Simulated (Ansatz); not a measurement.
## GeH4 on Si(111):H with two SH

The slab is Si(111) 1x1 surface, 6 top atoms, 3 bilayers, bottom bilayer H-capped and fixed, every top atom capped by H; cell 11.5 x 6.6 Å; two neighbouring H replaced by SH; about 7 Å thick over the host's atoms, 18 atoms held. Computed with PBE-D3(BJ) (plane waves to 420 eV, PAW; Ansatz, a program for electronic structure). Sampling: 1x2x1 k points. The slab states were run without spin polarisation. Slab thickness, cell and mesh are as stated and are not converged limits. Each barrier is the saddle point's height over the relaxed start (climbing-image NEB, finished by a saddle search where needed); no vibrational corrections are included. The saddle order is not shown. The ends were relaxed from one prepared geometry each.

1. The surface fragment of GeH4 exchanges a second ligand with a neighbouring S-H group, starting from the surface left by an earlier step (GeH4 exchanges a ligand with a surface S-H group and H2 forms), after H2 has left: barrier 1.80 eV forward and 2.10 eV back, reaction energy -0.30 eV. Moving H2 into the gas changes the energy by +0.08 eV.
2. H2S attacks the fragment of GeH4 (once exchanged) and H2 forms, starting from the surface left by an earlier step (GeH4 exchanges a ligand with a surface S-H group and H2 forms), after H2 has left: barrier 1.83 eV forward and 2.04 eV back, reaction energy -0.21 eV. The reagent first adsorbs with -0.32 eV. Moving H2 into the gas changes the energy by +0.09 eV.

A negative sign marks an exothermic change. Adsorption energies are against the free molecule and the surface state that the step starts from.
